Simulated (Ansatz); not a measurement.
Start from MgS in the rock salt structure (space group Fm-3m, No. 225).

```xyz
2
Lattice="0.0000 2.5646 2.5646 2.5646 0.0000 2.5646 2.5646 2.5646 0.0000" Properties=species:S:1:pos:R:3 pbc="T T T"
Mg     0.0000     0.0000     0.0000
S      2.5646     2.5646     2.5646
```

Calculations: LDA (Ansatz, a quantum-chemistry and plane-wave program; PAW; 420 eV plane waves; no spin-orbit coupling).

Base values:

* **Electron mass**: 0.53 mₑ along k, 0.28 mₑ across (at X)

One thing is altered: an isotropic linear strain of +1.50 %; the atoms relax in the strained cell.

**Question.** How does this affect the mean gap deformation potential ΔEg/Δln V?

**Answer.** The mean gap deformation potential ΔEg/Δln V comes out as -2.0 eV.

**Question.** Estimate the effect on the electron mass.

**Answer.** The electron mass goes from 0.53 mₑ along k, 0.28 mₑ across (at X) to 0.52 mₑ along k, 0.28 mₑ across (at X).

Effective masses come from finite differences of ±0.01 Å⁻¹. Along k means along the line from Γ to the band edge. Stability against distortions was not tested.
